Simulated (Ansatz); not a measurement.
Results of PBE in Ansatz (plane waves, PAW) for CsCl-type TiCo.

Run with plane-wave cutoff 520 eV, 16×16×16 k mesh, Fermi–Dirac smearing 0.1 eV, perturbation theory, force constants from a 4×4×4 q mesh, no spin polarisation, scalar-relativistic PAW data made under PBE.

Computed at the level's own relaxed cell.

```cif
data_CoTi
_chemical_formula_sum 'Ti1 Co1'
_space_group_name_H-M_alt 'Pm-3m'
_space_group_IT_number 221
_space_group_name_Hall '-P 4 2 3'
_cell_length_a 2.97187
_cell_length_b 2.97187
_cell_length_c 2.97187
_cell_angle_alpha 90.000
_cell_angle_beta 90.000
_cell_angle_gamma 90.000
loop_
_atom_site_label
_atom_site_type_symbol
_atom_site_symmetry_multiplicity
_atom_site_Wyckoff_symbol
_atom_site_fract_x
_atom_site_fract_y
_atom_site_fract_z
_atom_site_occupancy
Ti1 Ti 1 a 0.00000 0.00000 0.00000 1
Co1 Co 1 b 0.50000 0.50000 0.50000 1
```

Harmonic phonon frequencies (cm⁻¹; i marks an imaginary mode):

```json
[
 {"q point": "Γ", "frequencies": "0 0 0 215 215 215"},
 {"q point": "R", "frequencies": "130 130 130 272 272 272"}
]
```

No imaginary mode appears at these points.

Ansatz is a program for electronic structure.
